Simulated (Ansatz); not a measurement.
Consider GaCuSe2 in the chalcopyrite structure (space group I-42d, No. 122; a = 5.5700 Å, c = 11.0748 Å). Axes: x, y, z lie along a, b, c of the conventional cell.

All numbers come from PBEsol/PAW in Ansatz (a program for electronic structure), no spin-orbit coupling.

Before the change:

```
Quantity                                       Value
-----------------------------  ---------------------
Pressure                                    0.0 kbar
Valence-band top at Γ          0.00, -0.09, -0.09 eV
Shortest interatomic distance                2.381 Å
```

Now apply this change: the cell is stretched by 0.75 % along x with no lateral relaxation, atoms relaxed at fixed cell.

What happens to the energy relative to the base?

The energy increases by 0.4 meV/atom.

How does this affect the pressure?

The pressure (mean of the normal stresses, compression positive) goes from zero to -5.2 kbar.

What happens to the valence-band top at Γ?

The valence-band top at Γ (three highest levels, from the VBM) goes from 0.00, -0.09, -0.09 eV to 0.00, -0.09, -0.11 eV.

What happens to the shortest interatomic distance?

The shortest interatomic distance increases by 0.006 Å, from 2.381 Å to 2.387 Å.

The levels and masses belong to the bands next to the band gap. The cells carry an imposed strain or load. Whether these cells are dynamically stable was not tested. The final runs are not spin-polarised.
